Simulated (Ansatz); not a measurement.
Start from GaCuSe2 in the chalcopyrite structure (space group I-42d, No. 122; a = 5.570 Å, c = 11.075 Å).

Structures relaxed with PBEsol/PAW in Ansatz (an electronic-structure program), no spin-orbit coupling.

Base:

Simulated powder pattern, Cu Kα, λ = 1.54184 Å (kinematic, ideal powder, no thermal factors, no anomalous dispersion; the 14 strongest lines at most, above 2 %, up to 2θ = 90°):

```json
[
 {"2θ (°)": "27.80", "I/Imax (%)": "100", "hkl": "(112)"},
 {"2θ (°)": "46.09", "I/Imax (%)": "24", "hkl": "(220)"},
 {"2θ (°)": "46.24", "I/Imax (%)": "48", "hkl": "(204)"},
 {"2θ (°)": "54.68", "I/Imax (%)": "29", "hkl": "(312)"},
 {"2θ (°)": "54.94", "I/Imax (%)": "14", "hkl": "(116)"},
 {"2θ (°)": "67.23", "I/Imax (%)": "7.5", "hkl": "(400)"},
 {"2θ (°)": "67.68", "I/Imax (%)": "3.7", "hkl": "(008)"},
 {"2θ (°)": "74.24", "I/Imax (%)": "5.6", "hkl": "(332)"},
 {"2θ (°)": "74.45", "I/Imax (%)": "11", "hkl": "(316)"},
 {"2θ (°)": "85.49", "I/Imax (%)": "15", "hkl": "(424)"},
 {"2θ (°)": "85.80", "I/Imax (%)": "7.7", "hkl": "(228)"}
]
```

Modification: the cell is scaled by 1.0150 in all directions, atoms relaxed at fixed cell.

### Question
Where do the lines fall after the change?

### Answer

Simulated powder pattern, Cu Kα, λ = 1.54184 Å (kinematic, ideal powder, no thermal factors, no anomalous dispersion; the 14 strongest lines at most, above 2 %, up to 2θ = 90°):

```tsv
2θ (°)	d (Å)	I/Imax (%)	hkl
27.38	3.258	100	(112)
45.37	1.999	25	(220)
45.51	1.993	49	(204)
53.81	1.704	29	(312)
54.06	1.696	14	(116)
66.11	1.413	7.6	(400)
66.55	1.405	3.8	(008)
72.96	1.297	5.7	(332)
73.17	1.293	11	(316)
83.93	1.153	15	(424)
84.23	1.150	7.7	(228)
```

The indices refer to the base's conventional cell; one index is shown for lines that coincide.

The cells carry an imposed strain or load. Whether these cells are dynamically stable was not tested. The final runs are not spin-polarised.
